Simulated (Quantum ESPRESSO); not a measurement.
Checking a run of Quantum ESPRESSO on BaNaH3Pd (P6_3/mmc, 12 atoms in the cell). The aim is a self-consistent single point with DFT, LDA (PW92), plane waves, PseudoDojo standard norm-conserving (LDA) pseudopotentials.

Cell that was meant: a = 6.0897 Å, b = 6.0897 Å, c = 6.2097 Å, α = 90.00°, β = 90.00°, γ = 120.00°.

Part of the input:

```fortran
    ecutwfc = 90,
    occupations = 'smearing',
    smearing = 'gauss',
    degauss = 0.1,
/
&electrons
    conv_thr = 1.0d-9,
```

Output (repeated stretches shortened):

```
     Message from routine setup:
     using ibrav=0 with symmetry is DISCOURAGED, use correct ibrav instead
     G-vector sticks info
   [... lines left out ...]
        k(    3) = (   0.0000000   0.3849002   0.0000000), wk =   0.4444444
        k(    4) = (   0.0000000   0.3849002   0.3268875), wk =   0.8888889
        k(    5) = (   0.3333333   0.5773503   0.0000000), wk =   0.1481481
        k(    6) = (   0.3333333   0.5773503   0.3268875), wk =   0.2962963

     Dense  grid:   155141 G-vectors     FFT dimensions: (  72,  72,  72)

     Initial potential from superposition of free atoms

     starting charge      79.9603, renormalised to      80.0000
     Self-consistent Calculation

     iteration #  1     ecut=    90.00 Ry     beta= 0.70

---- Real-time Memory Report at c_bands before calling an iterative solver
           255 MiB given to the printing process from OS
           221 MiB allocation reported by mallinfo(arena+hblkhd)
------------------

     total energy              =    -839.64000537 Ry
     estimated scf accuracy    <       3.43498950 Ry

     iteration #  2     ecut=    90.00 Ry     beta= 0.70

---- Real-time Memory Report at c_bands before calling an iterative solver
   [... lines left out ...]

---- Real-time Memory Report at c_bands before calling an iterative solver
           356 MiB given to the printing process from OS
           335 MiB allocation reported by mallinfo(arena+hblkhd)
------------------

     total energy              =    -841.93394926 Ry
     estimated scf accuracy    <       0.00000002 Ry

     iteration # 12     ecut=    90.00 Ry     beta= 0.70

---- Real-time Memory Report at c_bands before calling an iterative solver
           356 MiB given to the printing process from OS
           335 MiB allocation reported by mallinfo(arena+hblkhd)
------------------
     End of self-consistent calculation

     the Fermi energy is     7.3941 ev

!    total energy              =    -841.93394927 Ry
     estimated scf accuracy    <          4.0E-11 Ry
     smearing contrib. (-TS)   =      -0.12469853 Ry
     internal energy E=F+TS    =    -841.80925074 Ry

     convergence has been achieved in  12 iterations

     Forces acting on atoms (cartesian axes, Ry/au):

     atom    1 type  1   force =     0.00000000    0.00000000    0.00000000
     atom    2 type  1   force =     0.00000000   -0.00000000    0.00000000
     atom    3 type  2   force =     0.00000000    0.00000000   -0.00000000
     atom    4 type  2   force =    -0.00000000   -0.00000000    0.00000000
   [... lines left out ...]

     Total force =     0.026865     Total SCF correction =     0.000002

          total   stress  (Ry/bohr**3)                   (kbar)     P=      -36.51
  -0.00028369   0.00000000   0.00000000          -41.73        0.00        0.00
   0.00000000  -0.00028369   0.00000000            0.00      -41.73        0.00
   0.00000000   0.00000000  -0.00017727            0.00        0.00      -26.08

   JOB DONE.
```

Task: Can these results be used? Check the input.

Result: The run is not sound. The fault is a smearing width that is far too large. A width of many tenths of an electronvolt moves electrons far across the Fermi level or the gap, and the free energy and its derivatives carry a large smearing term. To fix it, use a width small against the gap or band features. The run converged in 12 iterations without an error; against the sound input the free energy falls by 37.7 meV/atom, the pressure goes from -4.31 to -3.65 GPa, the largest force goes from 0.261 to 0.282 eV/Å and no clean gap remains on the mesh (levels overlap or are partly filled), against 1.44 eV before.

An input that runs soundly differs in these lines (not the only fix; some lines may just follow from the change or write a value another way):
```diff
-    degauss = 0.1,
+    degauss = 0.0036749,
```

With that input, the run converged in 12 iterations: free energy E − TS -11454.6429 eV; top of the valence band (on the code's own zero) 6.57 eV; gap on the k-point mesh 1.44 eV; pressure -4.31 GPa; largest force (vector length) 0.261 eV/Å (DFT, LDA (PW92), plane waves, PseudoDojo standard norm-conserving (LDA) pseudopotentials).

On the sound input: the starting cell comes from a database of computed structures (which also holds hypothetical and non-ambient phases and stackings), without a prior relaxation at this level. With a pressure of about -4 GPa the cell is away from its equilibrium volume at this level.
